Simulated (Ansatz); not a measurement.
Defect calculation: Zn vacancy + 1 H in zinc-blende ZnSe

These are PBE, PAW (plane waves to 420 eV; Ansatz, a first-principles code) values and carry that method's errors. A supercell of 64 sites (2×2×2 repeats of a cell of 8 atoms) was used; the energies come from a 2×2×2 shifted sampling of its zone. Sites at the start: the Zn site; 1 H on the vacancy's neighbours. Finite-size correction: monopole term and site-potential alignment. Dielectric constants: PBE linear response of the host. Host gap at this level: 1.15 eV. Finite-size and sampling errors can reach tenths of an eV here. The semilocal functional narrows the gap, so deep levels can fall outside it. Spin–orbit coupling is left out. Each state is the lowest found from its start.

The name describes the start; the neighbours show where the atoms ended.

Charges with a result: +1, 0, −1. Others weren't obtained, and one of them could lie lower, also by skipping a charge.

```
charge         moment (μB)  largest move off a lattice site (Å)     neighbours of the last H atom of the defect at the end (Å)  image correction with alignment (eV)
------  ------------------  -----------------------------------  -------------------------------------------------------------  ------------------------------------
+1*     not spin-polarised                                 0.22  Se 1.49, Se 3.00, Se 3.00, Se 3.00, Zn 3.25, Zn 3.25, Zn 3.25                                     –
0†                     1.0                                 0.23  Se 1.49, Se 2.98, Se 3.00, Se 3.01, Zn 3.24, Zn 3.25, Zn 3.26                                  0.01
−1      not spin-polarised                                 0.21  Se 1.50, Se 2.95, Se 2.96, Se 2.96, Zn 3.25, Zn 3.26, Zn 3.26                                  0.29
```

* At this level the carrier isn't localised at the defect: at charge +1 holes occupy the valence band. Such a state is shallow or no state of the defect, and this cell gives it no level.

† Not settled in this cell, so no level is given: charge 0: a level filled in part, carriers not clearly localised.

Flagged in the runs: a strain field that reaches the edge of the cell.
